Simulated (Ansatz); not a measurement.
**Effect of biaxial strain +2.08 %, plane normal [111], relaxed out of plane on LiCl**

The reference is LiCl in the rock salt structure (space group Fm-3m, No. 225; a = 5.064 Å). Axes: x, y, z lie along the cube axes.

Now apply this change: biaxial strain +2.08 %, plane normal [111], relaxed out of plane (Cartesian); in-plane vectors clamped, the third vector and the atoms free.

All numbers come from plane-wave PAW DFT at the PBEsol level (Ansatz, a first-principles code, 420 eV), no SOC. Settings: 11×11×11 k-points, 0.05 eV Fermi–Dirac smearing.

| quantity | base | changed | shift |
|---|---|---|---|
| volume per atom | 16.23 Å³ | 16.73 Å³ | +0.50 Å³ |
| space group | Fm-3m (No. 225) | R-3m (No. 166) | – |
| shortest interatomic distance | 2.532 Å | 2.558 Å | +0.026 Å |
| energy relative to the base (free energy F) | 0 meV/atom | +3.2 meV/atom | +3.2 meV/atom |
| pressure (mean of the normal stresses, compression positive) | 0.00 GPa | -0.99 GPa | -0.99 GPa |
| band gap | 6.35 eV | 6.04 eV | -0.304 eV |
| gap character | direct at Γ | direct at Γ | – |
| electron mass | 0.46 mₑ (at Γ) | 0.48 mₑ out of plane, 0.45 mₑ in plane (at Γ) | – |
| valence-band top at Γ (three highest levels, from the VBM) | – | 0.00, -0.18, -0.18 eV | – |
| valley order (the lowest conduction-band minima on the path, energy above the VBM, named in the base's zone) | Γ 6.35 eV; L along ⟨111⟩ 6.58 eV; X along ⟨100⟩ 7.78 eV | Γ 6.04 eV; L along [111] 6.28 eV; L along [1-11] 6.47 eV | – |
| out-of-plane strain | – | -1.08 % | – |
| ratio −ε⊥/ε∥ | – | 0.52 | – |
| mean in-plane stress (compression positive) | – | -1.5 GPa | – |

Cost of the whole job for the changed cell (relaxation, final SCF and bands): very roughly 9 core-seconds.

Masses are band curvatures over ±0.01 Å⁻¹ around the edge. Whether these cells are dynamically stable was not tested. k-point labels follow each cell's own Brillouin zone.
